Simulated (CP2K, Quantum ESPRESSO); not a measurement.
A CP2K input for a self-consistent single point of Mg3CdO4 (Pm-3m, 8 atoms in the cell) (DFT PBEsol, GPW, DZVP-MOLOPT-PBE-GTH basis, GTH-PBE potentials (POTENTIAL_UZH)):

```
&GLOBAL
  PROJECT scf
  RUN_TYPE ENERGY_FORCE
  PRINT_LEVEL MEDIUM
&END GLOBAL
&FORCE_EVAL
  METHOD Quickstep
  STRESS_TENSOR ANALYTICAL
  &DFT
    BASIS_SET_FILE_NAME BASIS_MOLOPT_UZH
    POTENTIAL_FILE_NAME POTENTIAL_UZH
    &QS
      METHOD GPW
      EPS_DEFAULT 1E-10
    &END QS
    &MGRID
      CUTOFF 1000
      REL_CUTOFF 50
      NGRIDS 5
    &END MGRID
    &SCF
      SCF_GUESS ATOMIC
      EPS_SCF 1E-6
      MAX_SCF 100
      ADDED_MOS 11
      &DIAGONALIZATION
        ALGORITHM STANDARD
      &END DIAGONALIZATION
      &MIXING
        METHOD BROYDEN_MIXING
        ALPHA 0.3
        NBUFFER 12
        BETA 1
      &END MIXING
    &END SCF
    &KPOINTS
      SCHEME MONKHORST-PACK 6 6 6
      GAMMA_CENTERED T
    &END KPOINTS
    &XC
      &XC_FUNCTIONAL
        &PBE
          PARAMETRIZATION PBESOL
        &END PBE
      &END XC_FUNCTIONAL
    &END XC
    &PRINT
      &MO
        EIGENVALUES T
        OCCUPATION_NUMBERS T
        NDIGITS 8
        FILENAME mo
        &EACH
          QS_SCF 0
        &END EACH
        ADD_LAST NUMERIC
      &END MO
      &MULLIKEN ON
      &END MULLIKEN
    &END PRINT
  &END DFT
  &SUBSYS
    &CELL
      A 4.44664000 0.00000000 0.00000000
      B 0.00000000 4.44664000 0.00000000
      C 0.00000000 0.00000000 4.44664000
      PERIODIC XYZ
    &END CELL
    &COORD
      SCALED
      Mg       0.00000000     0.50000000     0.50000000
      Mg       0.50000000     0.00000000     0.50000000
      Mg       0.50000000     0.50000000     0.00000000
      Cd       0.00000000     0.00000000     0.00000000
      O        0.50000000     0.00000000     0.00000000
      O        0.00000000     0.50000000     0.00000000
      O        0.00000000     0.00000000     0.50000000
      O        0.50000000     0.50000000     0.50000000
    &END COORD
    &KIND Mg
      BASIS_SET DZVP-MOLOPT-PBE-GTH-q10
      POTENTIAL GTH-PBE-q10
    &END KIND
    &KIND Cd
      BASIS_SET DZVP-MOLOPT-PBE-GTH-q12
      POTENTIAL GTH-PBE-q12
    &END KIND
    &KIND O
      BASIS_SET DZVP-MOLOPT-PBE-GTH-q6
      POTENTIAL GTH-PBE-q6
    &END KIND
  &END SUBSYS
  &PRINT
    &FORCES ON
    &END FORCES
    &STRESS_TENSOR ON
    &END STRESS_TENSOR
  &END PRINT
&END FORCE_EVAL
```

Task: Translate this input to Quantum ESPRESSO.

Result: This is the input that was run; spellings and numerical settings could be chosen otherwise.

```fortran
&control
   calculation = 'scf'
   prefix = 'Mg3CdO4'
   outdir = './out'
   pseudo_dir = './'
   verbosity = 'high'
   tprnfor = .true.
   tstress = .true.
/
&system
   ibrav = 0
   nat = 8
   ntyp = 3
   ecutwfc = 40
   ecutrho = 200
   occupations = 'fixed'
   nbnd = 39
/
&electrons
   conv_thr = 1.0d-9
/
ATOMIC_SPECIES
Mg    24.3050  mg_pbesol_v1.4.uspp.F.UPF
Cd   112.4140  cd_pbesol_v1.uspp.F.UPF
O     15.9990  o_pbesol_v1.2.uspp.F.UPF
CELL_PARAMETERS bohr
   8.4029317748     0.0000000000     0.0000000000
   0.0000000000     8.4029317748     0.0000000000
   0.0000000000     0.0000000000     8.4029317748
ATOMIC_POSITIONS alat
Mg    0.0000000000    0.5000000000    0.5000000000
Mg    0.5000000000    0.0000000000    0.5000000000
Mg    0.5000000000    0.5000000000    0.0000000000
Cd    0.0000000000    0.0000000000    0.0000000000
O     0.5000000000    0.0000000000    0.0000000000
O     0.0000000000    0.5000000000    0.0000000000
O     0.0000000000    0.0000000000    0.5000000000
O     0.5000000000    0.5000000000    0.5000000000
K_POINTS automatic
6 6 6  0 0 0
```

Basis, cutoffs, solver keys and any potentials are the target program's own. This input uses DFT, PBEsol, plane waves, GBRV 1.5 ultrasoft (PBESOL) pseudopotentials. Both were run: pressure -0.44 GPa in CP2K and -4.70 in Quantum ESPRESSO; gap on the mesh 0.757 eV in CP2K and 0.937 in Quantum ESPRESSO.

On CP2K: the starting cell comes from a database of computed structures (which also holds hypothetical and non-ambient phases and stackings), without a prior relaxation at this level. Values carry the incompleteness of an atom-centred basis. The potentials were made for another functional than the one used.

On Quantum ESPRESSO: the starting cell comes from a database of computed structures (which also holds hypothetical and non-ambient phases and stackings), without a prior relaxation at this level. With a pressure of about -5 GPa the cell is away from its equilibrium volume at this level.
